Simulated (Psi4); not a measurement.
Psi4 1.11, M06-L/def2-svp: CO[Si](C)(C#C[SiH2]Cl)OC, 21 atoms. The geometry is a generated start, not checked to be a minimum at this level.

```json
{
  "task": "gradient",
  "method": "m06-l",
  "basis": "def2-svp",
  "memory": "7 GB",
  "scf_type": "df (default)",
  "guess": "auto, which took SAD (default)",
  "diis_max_vecs": "10 (default)",
  "scf_initial_accelerator": "adiis (default)",
  "e_convergence": "1e-08 (default)",
  "d_convergence": "1e-08 (default)",
  "basis functions (reference run)": "207",
  "grid points (reference run)": "3755611"
}
```

```xyz
21

Si     4.2157    -0.3936     0.3980
Cl     4.5190    -2.2718    -0.3023
C      2.4085    -0.0482     0.2517
C      1.2213     0.1570     0.1470
Si    -0.6124     0.3459    -0.0885
C     -0.9797     0.5159    -1.9498
O     -1.4368    -0.9062     0.5668
C     -1.3171    -2.2620     0.2410
O     -0.9472     1.6620     0.7925
C     -2.1740     2.1976     1.1971
H      4.6348    -0.3549     1.7967
H      4.9713     0.5322    -0.4428
H     -2.0491     0.5400    -2.1499
H     -0.5493     1.4274    -2.3527
H     -0.5625    -0.3140    -2.5136
H     -1.5915    -2.4414    -0.8020
H     -0.2910    -2.6048     0.3952
H     -1.9900    -2.8223     0.8911
H     -2.7512     2.5393     0.3334
H     -2.7580     1.4550     1.7440
H     -1.9609     3.0468     1.8471
```
Charge 0, spin multiplicity 1.

The reference run has dft_radial_points = 200, dft_spherical_points = 974, dft_pruning_scheme = none (default); it is not itself proven converged. Each setting ran once; only counts and results are compared.

Settings tried, all else as in the reference:
- dft_radial_points = 25, dft_spherical_points = 50
- dft_radial_points = 75 (default), dft_spherical_points = 302 (default), dft_pruning_scheme = robust
- dft_radial_points = 35, dft_spherical_points = 110
- dft_radial_points = 75 (default), dft_spherical_points = 302 (default)
- dft_radial_points = 75 (default), dft_spherical_points = 302 (default), dft_pruning_scheme = treutler
- dft_radial_points = 99, dft_spherical_points = 590, dft_pruning_scheme = treutler
- dft_radial_points = 75 (default), dft_spherical_points = 434
- dft_radial_points = 50, dft_spherical_points = 194
- dft_radial_points = 150, dft_spherical_points = 770
- dft_radial_points = 99, dft_spherical_points = 590, dft_pruning_scheme = robust
- dft_radial_points = 99, dft_spherical_points = 590

Question: Which settings reproduce the reference to 1.0 meV/atom in energy, 10 meV/Å in forces (largest component)?

Answer: Within it: dft_radial_points = 150, dft_spherical_points = 770. At the edge (between 0.75 and 1.33 times the tolerance): dft_radial_points = 99, dft_spherical_points = 590; dft_radial_points = 99, dft_spherical_points = 590, dft_pruning_scheme = robust. Outside: dft_radial_points = 75 (default), dft_spherical_points = 302 (default), dft_pruning_scheme = robust; dft_radial_points = 75 (default), dft_spherical_points = 302 (default); dft_radial_points = 99, dft_spherical_points = 590, dft_pruning_scheme = treutler; dft_radial_points = 75 (default), dft_spherical_points = 434; dft_radial_points = 75 (default), dft_spherical_points = 302 (default), dft_pruning_scheme = treutler; dft_radial_points = 50, dft_spherical_points = 194; dft_radial_points = 35, dft_spherical_points = 110; dft_radial_points = 25, dft_spherical_points = 50.

| setting | grid points | energy against the reference | difference in forces (largest component) |
|---|---|---|---|
| the reference | 3755611 | — | — |
| dft_radial_points = 150, dft_spherical_points = 770 | 2241388 | −0.011 meV/atom | 2.0 meV/Å |
| dft_radial_points = 99, dft_spherical_points = 590 | 1138398 | +0.0033 meV/atom | 8.3 meV/Å |
| dft_radial_points = 99, dft_spherical_points = 590, dft_pruning_scheme = robust | 790618 | +0.0043 meV/atom | 8.3 meV/Å |
| dft_radial_points = 75 (default), dft_spherical_points = 302 (default), dft_pruning_scheme = robust | 302469 | +0.39 meV/atom | 64 meV/Å |
| dft_radial_points = 75 (default), dft_spherical_points = 302 (default) | 443833 | +0.38 meV/atom | 64 meV/Å |
| dft_radial_points = 99, dft_spherical_points = 590, dft_pruning_scheme = treutler | 584482 | −0.13 meV/atom | 69 meV/Å |
| dft_radial_points = 75 (default), dft_spherical_points = 434 | 637391 | +0.43 meV/atom | 72 meV/Å |
| dft_radial_points = 75 (default), dft_spherical_points = 302 (default), dft_pruning_scheme = treutler | 241485 | +0.45 meV/atom | 87 meV/Å |
| dft_radial_points = 50, dft_spherical_points = 194 | 193359 | −1.5 meV/atom | 180 meV/Å |
| dft_radial_points = 35, dft_spherical_points = 110 | 77104 | −68 meV/atom | 520 meV/Å |
| dft_radial_points = 25, dft_spherical_points = 50 | 25167 | +100 meV/atom | 1100 meV/Å |

Total energies are compared; such shifts often cancel in part in energy differences. The gradients leave out the derivatives of the grid weights. The tolerance is a choice made for this comparison.
